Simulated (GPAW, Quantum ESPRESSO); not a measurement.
A GPAW input for a self-consistent single point of SrNiF₆ (R-3m, 8 atoms in the cell) (DFT PBEsol, plane waves, GPAW PAW datasets PBEsol (made by gpaw-setup)):

```python
from ase import Atoms
from ase.units import GPa
from gpaw import GPAW

atoms = Atoms(['Sr', 'Ni', 'F', 'F', 'F', 'F', 'F', 'F'],
              cell=[[3.630987, 2.096351, 2.252588],
                    [-3.630987, 2.096351, 2.252588],
                    [0.000000, -4.192703, 2.252588]],
              positions=[[0.000000, -0.000001, 3.378882],
                         [0.000000, 0.000000, 0.000000],
                         [0.000000, 2.742656, 3.406251],
                         [-0.000000, -2.742657, 3.351513],
                         [-2.375210, -1.371329, 3.406251],
                         [2.375210, 1.371328, 3.351513],
                         [2.375210, -1.371329, 3.406251],
                         [-2.375210, 1.371328, 3.351513]],
              pbc=True)

calc = GPAW(mode={'name': 'pw', 'ecut': 900},
            xc='PBEsol',
            kpts=(5, 5, 5),
            occupations={'name': 'fermi-dirac', 'width': 0.0},
            nbands=-6,
            convergence={'bands': -4},
            symmetry={'symmorphic': False, 'tolerance': 0.0005},
            maxiter=120,
            txt='-')

atoms.calc = calc

energy = atoms.get_potential_energy()
print('Energy (eV):', round(energy, 6))
forces = atoms.get_forces()
print('Forces (eV/Ang):')
print(forces.round(5))
stress = atoms.get_stress()
print('Stress (GPa, Voigt):', (stress / GPa).round(4))
```

Question: Give the Quantum ESPRESSO input for the same structure, mesh, smearing and functional.

Answer: This is the input that was run; spellings and numerical settings could be chosen otherwise.

```fortran
&control
 calculation = 'scf',
 outdir = './tmp/',
 pseudo_dir = './',
 verbosity = 'high',
 tprnfor = .true.,
 tstress = .true.,
/
&system
 ibrav = 0,
 nat = 8,
 ntyp = 3,
 ecutwfc = 55,
 ecutrho = 385,
 occupations = 'fixed',
 nbnd = 33,
 input_dft = 'pbesol',
/
&electrons
 conv_thr = 1.0e-11,
 mixing_beta = 0.7,
/
ATOMIC_SPECIES
Sr    87.6200  Sr.pbe-spn-rrkjus_psl.1.0.0.UPF
Ni    58.6934  Ni.pbe-n-rrkjus_psl.1.0.0.UPF
F     18.9984  F.pbe-n-rrkjus_psl.1.0.0.UPF
ATOMIC_POSITIONS alat
Sr    0.0000000000    0.0000000000    0.7099226659
Ni    0.0000000000    0.0000000000    0.0000000000
F     0.0000000000    0.5762479935    0.7156730395
F     0.0000000000   -0.5762479935    0.7041722923
F    -0.4990454013   -0.2881239968    0.7156730395
F     0.4990454013    0.2881239968    0.7041722923
F     0.4990454013   -0.2881239968    0.7156730395
F    -0.4990454013    0.2881239968    0.7041722923
K_POINTS automatic
5 5 5  0 0 0
CELL_PARAMETERS bohr
   6.8615710108     3.9615298702     4.2567743916
  -6.8615710108     3.9615298702     4.2567743916
   0.0000000000    -7.9230597403     4.2567743916
```

Basis settings and potentials, where a program has them, do not carry over. This input uses DFT, PBEsol, plane waves, PSlibrary ultrasoft (PBE) pseudopotentials.

The starting cell comes from a database of computed structures (which also holds hypothetical and non-ambient phases and stackings), without a prior relaxation at this level. Its lattice was rescaled by a random factor within 2.5 % of one.
